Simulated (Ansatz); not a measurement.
Substrate model: Si(111) 1x1 surface, 6 top atoms, 3 bilayers, bottom bilayer H-capped and fixed, every top atom capped by H; cell 11.5 x 6.6 Å; two neighbouring H replaced by OH; about 7 Å thick over the host's atoms, 18 atoms held. Computed with PBE-D3(BJ) (plane waves to 420 eV, PAW; Ansatz, an electronic-structure program). Sampling: 1x2x1 k points. The slab states were run without spin polarisation. A thicker slab, a larger cell or a denser mesh can move such energies by a tenth of an eV or more. No zero-point or entropy terms are included. Each state was relaxed from one prepared geometry.

One BDMAS a cell is brought to Si(111):H with two OH. Relaxed result near the molecule:

```
atom    x (Å)  y (Å)   z (Å)
------  -----  -----  ------
H(29)   3.815  0.026  11.013
H(44)   7.681  6.665  11.009
H(45)   9.633  3.366  10.987
O(46)   6.033  3.472  11.203
H(47)   5.407  3.231  11.967
O(48)   1.844  3.413  11.191
H(49)   0.946  3.316  11.548
Si(a0)  6.180  2.784  14.496
N(a1)   4.725  2.992  13.499
C(a2)   3.878  1.793  13.448
H(a3)   3.123  1.902  12.658
H(a4)   4.493  0.913  13.214
H(a5)   3.356  1.609  14.406
C(a6)   3.950  4.210  13.768
H(a7)   3.419  4.163  14.738
H(a8)   4.624  5.076  13.782
H(a9)   3.206  4.360  12.973
N(a10)  7.179  4.168  14.591
C(a11)  8.083  4.560  13.519
H(a12)  9.096  4.750  13.918
H(a13)  8.145  3.773  12.759
H(a14)  7.743  5.477  13.007
C(a15)  7.051  5.159  15.645
H(a16)  8.037  5.387  16.087
H(a17)  6.630  6.111  15.271
H(a18)  6.397  4.787  16.446
H(a19)  6.898  1.640  13.860
H(a20)  5.753  2.461  15.899
```

What is the adsorption energy against the free BDMAS and the slab before, and how much of it is dispersion?

-0.71 eV (negative: bound); the D3 term gives -0.54 eV of it. Its closest contacts to the rest of the cell: N(a1)...H(47) 1.69 Å, H(a14)...H(44) 2.33 Å, H(a13)...H(45) 2.35 Å.

Here BDMAS is SiH2(NMe2)2.
